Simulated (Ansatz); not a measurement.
Take CdTe in the zinc blende structure (space group F-43m, No. 216) as the base.

```
CELL_PARAMETERS angstrom
      0.00000     3.24436     3.24436
      3.24436     0.00000     3.24436
      3.24436     3.24436     0.00000
ATOMIC_POSITIONS crystal
  Cd 0.00000 0.00000 0.00000
  Te 0.25000 0.25000 0.25000
```

Level of theory: PBEsol (Ansatz, a first-principles code; PAW; 420 eV plane waves; without spin-orbit coupling).

Before the change:

The electron mass is 0.055 mₑ (at Γ) and the valley order is Γ 0.65 eV; L along ⟨111⟩ 1.74 eV.

Now apply this change: the cell is scaled by 0.9750 in all directions, atoms relaxed at fixed cell.

Problem. Estimate the effect on the electron mass and valley order.

Solution. The electron mass goes from 0.055 mₑ (at Γ) to 0.068 mₑ (at Γ); the valley order (the lowest conduction-band minima on the path, energy above the VBM, named in the base's zone) goes from Γ 0.65 eV; L along ⟨111⟩ 1.74 eV to Γ 0.87 eV; L along ⟨111⟩ 1.80 eV; X along ⟨100⟩ 2.33 eV.

With Te present, leaving out spin-orbit coupling can change the band edges. The levels and masses belong to the bands next to the band gap. The cells carry an imposed strain or load. Effective masses come from finite differences of ±0.01 Å⁻¹. Stability against distortions was not tested.
